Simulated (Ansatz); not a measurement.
# InP (F-43m): band-edge transport data

Data:

```yaml
crystal:
  lattice:
    - [0.00000, 2.93940, 2.93940]
    - [2.93940, 0.00000, 2.93940]
    - [2.93940, 2.93940, 0.00000]
  atoms:
    - { symbol: In, position: [0.00000, 0.00000, 0.00000] }
    - { symbol: P, position: [0.25000, 0.25000, 0.25000] }
```

The numbers are results of HSE06, rigid bands (plane waves, PAW, scalar-relativistic; Ansatz, a first-principles code), not measurements. How the cell was made: cell and atoms relaxed with PBEsol.

```yaml
band_gap: 1.44 eV
electron conductivity mass (300 K, dilute): 0.095 mₑ
effective density of states N_c (300 K): 6.9e17 cm⁻³
density_of_states_mass_electrons: 0.091 mₑ
Seebeck coefficient, n-type 1e19 cm⁻³, 300 K: -61 μV/K
```

Rigid bands; masses and Seebeck coefficients take one relaxation time τ for all states and one kind of carrier; polarons and phonon drag are left out. Spin-orbit coupling is left out. Geometry: cell and atoms relaxed with PBEsol.
